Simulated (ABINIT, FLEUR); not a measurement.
An ABINIT input for a self-consistent single point of Ti2SnC (P6_3/mmc, 8 atoms in the cell) (DFT, PBEsol, plane waves, norm-conserving pseudopotentials (PseudoDojo nc-sr-04 PBEsol standard)):

```
# Ti2SnC, PseudoDojo nc-sr-04 PBEsol standard
pp_dirpath "./"
pseudos "Ti.upf, Sn.upf, C.upf"
acell 3*1.0 Angstrom
rprim
         3.1226172031    0.0000002029    0.0000000000
        -1.5613087772    2.7042657227    0.0000000000
         0.0000000000    0.0000000000   13.4897720000
natom 8
ntypat 3
znucl 22 50 6
typat 1 1 1 1 2 2 3 3
xred
         0.3333333333    0.6666666667    0.0813400000
         0.6666666667    0.3333333333    0.9186600000
         0.6666666667    0.3333333333    0.5813400000
         0.3333333333    0.6666666667    0.4186600000
         0.3333333333    0.6666666667    0.7500000000
         0.6666666667    0.3333333333    0.2500000000
         0.0000000000    0.0000000000    0.0000000000
         0.0000000000    0.0000000000    0.5000000000
ecut 42 Ha
ixc -116133
occopt 3
tsmear 0.05 eV
nband 53
kptopt 1
ngkpt 8 8 2
nshiftk 1
shiftk 0 0 0
nstep 80
tolvrs 1.0e-12
prtwf 0
prtden 0
enunit 1
```

**Question.** Write the same calculation as an input for FLEUR.

**Answer.** One input that does it (others would too):

Input of the input generator:

```
Ti2SnC
&input film=f /
1.0000000000 0.0000000650 0.0000000000
-0.5000000563 0.8660253713 0.0000000000
0.0000000000 0.0000000000 4.3200210345
5.9008913058
1.0 1.0 1.0

8
22 0.3333333333 0.6666666667 0.0813400000
22 0.6666666667 0.3333333333 0.9186600000
22 0.6666666667 0.3333333333 0.5813400000
22 0.3333333333 0.6666666667 0.4186600000
50 0.3333333333 0.6666666667 0.7500000000
50 0.6666666667 0.3333333333 0.2500000000
6 0.0000000000 0.0000000000 -0.0000000000
6 0.0000000000 0.0000000000 0.5000000000

&comp jspins=1 /
&exco xctyp='PBEs' /
&kpt div1=8 div2=8 div3=2 gamma=t /
&end /
```

```xml
<?xml version="1.0" encoding="UTF-8" standalone="no"?>
<fleurInput fleurInputVersion="0.39">
   <comment>
      Ti2SnC                                                                                              
   </comment>
   <calculationSetup>
      <cutoffs Kmax="4.5" Gmax="15.8" GmaxXC="15.8" numbands="0"/>
      <scfLoop itmax="60" minDistance="0.00001" maxIterBroyd="99" imix="Anderson" alpha="0.05" precondParam="0.0" spinf="2.0"/>
      <coreElectrons ctail="T" frcor="F" kcrel="0" coretail_lmax="0"/>
      <xcFunctional name="PBEs" relativisticCorrections="F"/>
      <magnetism jspins="1"/>
      <soc l_soc="F" theta="0.0" phi="0.0" spav="F"/>
      <expertModes spex="0" secvar="F"/>
      <geometryOptimization l_f="T" forcealpha="1.0" forcemix="BFGS" epsdisp="0.00001" epsforce="0.00001"/>
      <ldaU l_linMix="F" mixParam="0.05" spinf="1.0"/>
   </calculationSetup>
   <cell>
      <bzIntegration valenceElectrons="84.0" mode="hist" fermiSmearingEnergy="0.00183747">
         <kPointListSelection listName="default-1"/>
         <!-- k-points included here -->
         <xi:include xmlns:xi="http://www.w3.org/2001/XInclude" href="kpts.xml"> </xi:include>
      </bzIntegration>
      <!-- symmetry operations included here -->
      <xi:include xmlns:xi="http://www.w3.org/2001/XInclude" href="sym.xml"> </xi:include>
      <bulkLattice scale="1.0">
         <bravaisMatrix>
            <row-1>    5.9008913058000001     0.0000003835579349     0.0000000000000000</row-1>
            <row-2>   -2.9504459851201807     5.1103215841063871     0.0000000000000000</row-2>
            <row-3>    0.0000000000000000     0.0000000000000000    25.4919745633541730</row-3>
         </bravaisMatrix>
      </bulkLattice>
   </cell>
   <atomSpecies>
      <species name="Titanium (Ti)" element="Ti" atomicNumber="22">
         <mtSphere radius="2.38" gridPoints="819" logIncrement="0.015"/>
         <atomicCutoffs lmax="10" lnonsphr="8"/>
         <electronConfig flipSpins="F">
            <coreConfig>(1s1/2) (2s1/2) (2p1/2) (2p3/2)</coreConfig>
            <valenceConfig>(3s1/2) (3p1/2) (3p3/2) (4s1/2) (3d3/2) (3d5/2)</valenceConfig>
            <stateOccupation state="(3d3/2)" spinUp="0.4" spinDown="0.4"/>
            <stateOccupation state="(3d5/2)" spinUp="0.6" spinDown="0.6"/>
         </electronConfig>
         <energyParameters s="4" p="4" d="3" f="4"/>
         <lo type="SCLO" l="0" n="3" eDeriv="0"/>
         <lo type="SCLO" l="1" n="3" eDeriv="0"/>
      </species>
      <species name="Tin (Sn)" element="Sn" atomicNumber="50">
         <mtSphere radius="2.68" gridPoints="925" logIncrement="0.014"/>
         <atomicCutoffs lmax="10" lnonsphr="8"/>
         <electronConfig flipSpins="F">
            <coreConfig>(1s1/2) (2s1/2) (2p1/2) (2p3/2) (3s1/2) (3p1/2) (3p3/2) (4s1/2) (3d3/2) (3d5/2) (4p1/2) (4p3/2)</coreConfig>
            <valenceConfig>(5s1/2) (4d3/2) (4d5/2) (5p1/2) (5p3/2)</valenceConfig>
            <stateOccupation state="(5p1/2)" spinUp="0.3333333333333" spinDown="0.3333333333333"/>
            <stateOccupation state="(5p3/2)" spinUp="0.6666666666667" spinDown="0.6666666666667"/>
         </electronConfig>
         <energyParameters s="5" p="5" d="5" f="4"/>
         <lo type="SCLO" l="2" n="4" eDeriv="0"/>
      </species>
      <species name="Carbon (C)" element="C" atomicNumber="6">
         <mtSphere radius="1.34" gridPoints="463" logIncrement="0.022"/>
         <atomicCutoffs lmax="6" lnonsphr="4"/>
         <electronConfig flipSpins="F">
            <coreConfig>(1s1/2)</coreConfig>
            <valenceConfig>(2s1/2) (2p1/2) (2p3/2)</valenceConfig>
            <stateOccupation state="(2p1/2)" spinUp="0.3333333333333" spinDown="0.3333333333333"/>
            <stateOccupation state="(2p3/2)" spinUp="0.6666666666667" spinDown="0.6666666666667"/>
         </electronConfig>
         <energyParameters s="2" p="2" d="3" f="4"/>
      </species>
   </atomSpecies>
   <atomGroups>
      <atomGroup species="Titanium (Ti)">
         <relPos label="                   1">1.000/3.000 -1.000/3.000 .0813400000</relPos>
         <relPos label="                   2">-1.000/3.000 1.000/3.000 -.0813400000</relPos>
         <relPos label="                   3">-1.000/3.000 1.000/3.000 -.4186600000</relPos>
         <relPos label="                   4">1.000/3.000 -1.000/3.000 .4186600000</relPos>
         <force calculate="T" relaxXYZ="TTT"/>
      </atomGroup>
      <atomGroup species="Tin (Sn)">
         <relPos label="                   5">1.000/3.000 -1.000/3.000 -1.000/4.000</relPos>
         <relPos label="                   6">-1.000/3.000 1.000/3.000 1.000/4.000</relPos>
         <force calculate="T" relaxXYZ="TTT"/>
      </atomGroup>
      <atomGroup species="Carbon (C)">
         <relPos label="                   7">.0000000000 .0000000000 .0000000000</relPos>
         <relPos label="                   8">.0000000000 .0000000000 1.000/2.000</relPos>
         <force calculate="T" relaxXYZ="TTT"/>
      </atomGroup>
   </atomGroups>
   <output dos="F" band="F" slice="F">
      <checks vchk="F" cdinf="F"/>
      <bandDOS minEnergy="-.5*Htr" maxEnergy="0.5*Htr" sigma="0.015" storeEVData="T"/>
      <vacuumDOS vacdos="F" integ="F" star="F" nstars="0" locx1="0.0" locy1="0.0" locx2="0.0" locy2="0.0" nstm="0" tworkf="0.0"/>
      <unfoldingBand unfoldBand="F" supercellX="1" supercellY="1" supercellZ="1"/>
      <plotting iplot="0" polar="F">
         <plot TwoD="T" vec1="  1.0  0.0  0.0" vec2="  0.0  1.0  0.0" vec3="  0.0  0.0  1.0" zero="  0.0  0.0  0.0" file="plot"/>
      </plotting>
      <chargeDensitySlicing numkpt="0" minEigenval="0.0" maxEigenval="0.0" nnne="0" pallst="F"/>
      <specialOutput eonly="F"/>
      <magneticCircularDichroism mcd="F" energyLo="-10.0" energyUp="0.0"/>
   </output>
  <!-- We include the file relax.xml here to enable relaxations (see documentation) -->
  <xi:include xmlns:xi="http://www.w3.org/2001/XInclude" href="relax.xml"> <xi:fallback/> </xi:include>
</fleurInput>
```

Basis, cutoffs, solver keys and any potentials are the target program's own. This input uses DFT, PBEsol, all-electron FLAPW (FLEUR), scalar-relativistic valence. Both were run: largest force 0.004 eV/Å in ABINIT and 0.011 in FLEUR.

On FLEUR: the starting cell comes from a database of computed structures (which also holds hypothetical and non-ambient phases and stackings), without a prior relaxation at this level. Its lattice was rescaled by a random factor within 2.5 % of one. Spin polarisation is off. Values depend on the basis (sphere radii, cutoffs, local orbitals), which need not be converged.

On ABINIT: the starting cell comes from a database of computed structures (which also holds hypothetical and non-ambient phases and stackings), without a prior relaxation at this level. Its lattice was rescaled by a random factor within 2.5 % of one. Spin polarisation is off. With a pressure of about 4 GPa the cell is away from its equilibrium volume at this level.
